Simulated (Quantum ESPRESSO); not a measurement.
Input and output of a self-consistent single point for Na₃Cd (Fm-3m, 4 atoms in the cell) (Quantum ESPRESSO).

Method of the run: PBEsol, GBRV 1.5 ultrasoft (PBESOL) pseudopotentials (plane waves; Quantum ESPRESSO).

```xyz
4
Lattice="0.0000 3.8762 3.8762 3.8762 0.0000 3.8762 3.8762 3.8762 0.0000" Properties=species:S:1:pos:R:3 pbc="T T T"
Na     1.9381     1.9381     1.9381
Na     5.8144     5.8144     5.8144
Na     3.8762     3.8762     3.8762
Cd     0.0000     0.0000     0.0000
```

Reference input (self-consistent single point, DFT, LDA (PZ), plane waves, GBRV 1.5 ultrasoft (LDA) pseudopotentials): ecutwfc = 40 Ry; ecutrho = 200 Ry; occupations = smearing; smearing = fermi-dirac; degauss = 0.0073499 Ry; potentials = {Na: na_lda_v1.5.uspp.F.UPF, Cd: cd_lda_v1.uspp.F.UPF}; K_POINTS = automatic 10 10 10 0 0 0; conv_thr = 1e-09 Ry. This run's input differs from it in these lines:

```diff
@@ -21,4 +21,4 @@
 ATOMIC_SPECIES
-Na    22.9898  na_lda_v1.5.uspp.F.UPF
-Cd   112.4140  cd_lda_v1.uspp.F.UPF
+Na    22.9898  na_pbesol_v1.5.uspp.F.UPF
+Cd   112.4140  cd_pbesol_v1.uspp.F.UPF
 ATOMIC_POSITIONS alat
```

Output, abridged:

```
     Self-consistent Calculation

     iteration #  1     ecut=    40.00 Ry     beta= 0.70

     Threshold (ethr) on eigenvalues was too large:
     Diagonalizing with lowered threshold

     negative rho (up, down):  2.373E-02 0.000E+00

     total energy              =    -399.94247520 Ry
     estimated scf accuracy    <       0.13187203 Ry

     iteration #  2     ecut=    40.00 Ry     beta= 0.70

     negative rho (up, down):  2.351E-02 0.000E+00

     total energy              =    -399.98030779 Ry
     estimated scf accuracy    <       0.01822085 Ry

     iteration #  3     ecut=    40.00 Ry     beta= 0.70

     negative rho (up, down):  2.366E-02 0.000E+00

     total energy              =    -399.98360671 Ry
     estimated scf accuracy    <       0.00125264 Ry

   [... 4 blocks of this kind left out ...]

     iteration #  8     ecut=    40.00 Ry     beta= 0.70

     negative rho (up, down):  2.368E-02 0.000E+00

     total energy              =    -399.98396010 Ry
     estimated scf accuracy    <          1.6E-09 Ry

     iteration #  9     ecut=    40.00 Ry     beta= 0.70

     negative rho (up, down):  2.368E-02 0.000E+00
     End of self-consistent calculation

     the Fermi energy is     3.7750 ev

!    total energy              =    -399.98396010 Ry
     estimated scf accuracy    <          3.0E-11 Ry
     smearing contrib. (-TS)   =      -0.00425017 Ry
     internal energy E=F+TS    =    -399.97970993 Ry

     convergence has been achieved in   9 iterations

     negative rho (up, down):  2.368E-02 0.000E+00

     Forces acting on atoms (cartesian axes, Ry/au):

     atom    1 type  1   force =     0.00000000    0.00000000    0.00000000
   [... zero for the other atoms too ...]

     Total force =     0.000000     Total SCF correction =     0.000000

     negative rho (up, down):  2.368E-02 0.000E+00
          total   stress  (Ry/bohr**3)                   (kbar)     P=       -2.51
  -0.00001705   0.00000000   0.00000000           -2.51        0.00        0.00
   0.00000000  -0.00001705   0.00000000            0.00       -2.51        0.00
   0.00000000   0.00000000  -0.00001705            0.00        0.00       -2.51

   JOB DONE.
```

The run converged in 9 iterations. Against the reference run the pressure goes from -1.39 to -0.25 GPa.

The starting cell comes from a database of computed structures (which also holds hypothetical and non-ambient phases and stackings), without a prior relaxation at this level.

Cost on one core of a shared machine: roughly 70 s.
